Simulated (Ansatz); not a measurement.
Consider Al₂O₃ in the corundum structure (space group R-3c, No. 167).

```xyz
10
Lattice="2.3869 1.3781 4.3382 -2.3869 1.3781 4.3382 0.0000 -2.7561 4.3382" Properties=species:S:1:pos:R:3 pbc="T T T"
Al     0.0000     0.0000     8.4325
Al     0.0000     0.0000     1.9251
Al     0.0000     0.0000     4.5822
Al     0.0000     0.0000    11.0895
O      0.7301     1.4916     5.4228
O     -1.6568    -0.1136     5.4228
O     -0.7301    -1.4916     7.5919
O     -0.9268     1.3781     7.5919
O      1.6568     0.1136     7.5919
O      0.9268    -1.3781     5.4228
```

Cartesian axes are those of the cell as printed.

Method: PBEsol in Ansatz (plane waves to 420 eV, PAW, spin-orbit coupling left out).

For the base:

| Property | Value |
|---|---|
| Shortest interatomic distance | 1.861 Å |

It is then changed as follows: uniaxial strain ε_zz = −3.00 %, all other strain components held at zero; the atoms relax in the strained cell.

**Question.** Predict the new shortest interatomic distance and stress.

**Answer.** The shortest interatomic distance shrinks by 0.0157 Å, from 1.861 Å to 1.846 Å; the stress (xx, yy, zz, yz, xz, xy; compression positive) amounts to (4.01, 4.01, 14.64, 0.00, 0.00, 0.00) GPa.

No phonon test of stability was made.

Ansatz is an electronic-structure program.
